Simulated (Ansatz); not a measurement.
A self-consistent single point of OsC (P6/mmm, 6 atoms in the cell) with Ansatz (a first-principles code).

Computed with PBE (plane waves, PAW; Ansatz).

```yaml
crystal:
  lattice:
    - [5.30874, 0.00000, 0.00000]
    - [-2.65437, 4.59750, 0.00000]
    - [0.00000, 0.00000, 4.28369]
  atoms:
    - { symbol: Os, position: [0.50000, 0.00000, 0.00000] }
    - { symbol: Os, position: [0.50000, 0.50000, 0.00000] }
    - { symbol: Os, position: [0.00000, 0.50000, 0.00000] }
    - { symbol: C, position: [0.00000, 0.00000, 0.00000] }
    - { symbol: C, position: [0.33333, 0.66667, 0.50000] }
    - { symbol: C, position: [0.66667, 0.33333, 0.50000] }
```

Reference input (self-consistent single point, DFT, PBE, plane waves, default PAW files): kpoints.mp_grid.grid = 6 6 6; hamiltonian.xc = pbe; hamiltonian.pseudopotentials = {kind: paw} (the program's default PAW files); scf.occupations.method = gaussian; scf.occupations.width = 0.05 eV. This run's input differs from it in these lines:

Ansatz 0.2 input:
```diff
@@ -15,3 +15,3 @@
   mp_grid:
-    grid: [6, 6, 6]
+    grid: [10, 10, 10]
 hamiltonian:
```

The program printed (abridged):

```
SCF iter   1: F=—  HF=-34887.691214 eV  |F-HF|=—  |Δ(HF+E_count)|=         —  Δρ=7.18e-3  dr2=6.25e-2  ethr=1.77e-3  ⟨swp⟩=5.5  Hψ=11063  notcnv=0
all-band conjugate gradients solve this SCF's bands
preconditioner: auto → LDOS
SCF iter   2: F=—  HF=-34887.691349 eV  |F-HF|=—  |Δ(HF+E_count)|=   1.34e-4  Δρ=3.81e-3  dr2=1.86e-2  ethr=1.04e-4  ⟨swp⟩=2.2  Hψ=5068  notcnv=0  defer=16
   [... lines left out ...]
SCF iter   5: F=—  HF=-34887.689186 eV  |F-HF|=—  |Δ(HF+E_count)|=   5.31e-5  Δρ=2.30e-4  dr2=4.97e-5  ethr=9.99e-7  ⟨swp⟩=1.9  Hψ=3437  notcnv=0  defer=16
SCF iter   6: F=—  HF=-34887.689160 eV  |F-HF|=—  |Δ(HF+E_count)|=   2.57e-5  Δρ=4.28e-5  dr2=2.58e-6  ethr=8.28e-8  ⟨swp⟩=2.3  Hψ=4044  notcnv=0  defer=16
SCF iter   7: F=—  HF=-34887.689161 eV  |F-HF|=—  |Δ(HF+E_count)|=   1.16e-7  Δρ=1.47e-5  dr2=2.98e-7  ethr=4.29e-9  ⟨swp⟩=2.1  Hψ=4128  notcnv=0  defer=16
SCF iter   8: F=-34887.689161 eV  HF=-34887.689161 eV  |F-HF|=2.62e-9  |Δ(HF+E_count)|=   2.17e-9  Δρ=2.29e-6  dr2=7.26e-9  ethr=1.67e-10  ⟨swp⟩=6.4  Hψ=10953  notcnv=0
SCF 1 converged in 8 iterations: F = -34887.689161 eV  dr2 = 7.26e-9
Free energy (F): -34887.689161 eV
Internal energy: -34887.671133 eV  (E = F + TS)
E sigma→0 (E₀):  -34887.680147 eV
Entropy (-TS):   -0.018027 eV (-3.005 meV/atom)
Fermi energy:    10.585091 eV
--- Forces (eV/Å), atoms counted from 1 ---
  atom   1  Os    -0.00000000     0.00000000     0.00000000
   [... zero for the other atoms too ...]
--- Stress (GPa, compression-positive) ---
      -28.540478      -0.000000       0.000000
       -0.000000     -28.540478       0.000000
        0.000000       0.000000     -42.444246
  P = ⅓ Tr σ = -33.1751 GPa (-331.751 kbar)
  The stress holds the Pulay correction. Without it, at fixed plane waves, as pw.x and ABINIT print it: P = -33.3225 GPa
```

The run converged in 8 iterations. Against the reference run the free energy rises by 2.0 meV/atom and the pressure goes from -33.49 to -33.18 GPa.

The starting cell was generated: these elements placed on a structure prototype, without a prior relaxation; it need not be a known phase or ordering of this composition. Spin-orbit coupling is off. Spin polarisation is off. With a pressure of about -33 GPa the cell is away from its equilibrium volume at this level. Ansatz's pressure includes its estimate of the finite-basis (Pulay) stress.
